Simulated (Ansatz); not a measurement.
The parent structure is Li₂O in the anti-CdI2 type structure (space group P-3m1, No. 164; a hypothetical phase, not in the database extracts checked; layered, stacked along the Cartesian z axis).

Space group P-3m1 (No. 164); a = b = 3.0701 Å, c = 3.8537 Å, α = β = 90.00°, γ = 120.00°

```json
[
 {"atom": "O", "site": "1a", "symmetry": "-3m.", "x": "0.0000", "y": "0.0000", "z": "0.0000"},
 {"atom": "Li", "site": "2d", "symmetry": "3m.", "x": "0.6667", "y": "0.3333", "z": "0.1750"}
]
```

Level of theory: r2SCAN+rVV10 (Ansatz, a first-principles code; PAW; 500 eV plane waves; no SOC).

One change was made to it. Results:

```json
[
 {"quantity": "c/a ratio", "base": "1.255", "after": "1.135"},
 {"quantity": "volume per atom", "base": "10.49 Å³", "after": "9.15 Å³"},
 {"quantity": "band gap", "base": "2.40 eV", "after": "3.10 eV"}
]
```

What was done to the base?
A) pressure 3 GPa
B) pressure 15 GPa
C) pressure 75 GPa

A, pressure 3 GPa. For comparison, the band gap in the other runs: pressure 75 GPa gives 5.77 eV; pressure 15 GPa gives 4.48 eV.

From pressure 15 GPa on, the axis ratios lie over 15 % from the base's, so the cell there is far from its starting form. Load acts through the strain it causes; cell and atoms are relaxed under it. Stability against distortions was not tested. No other phases were tried under pressure.
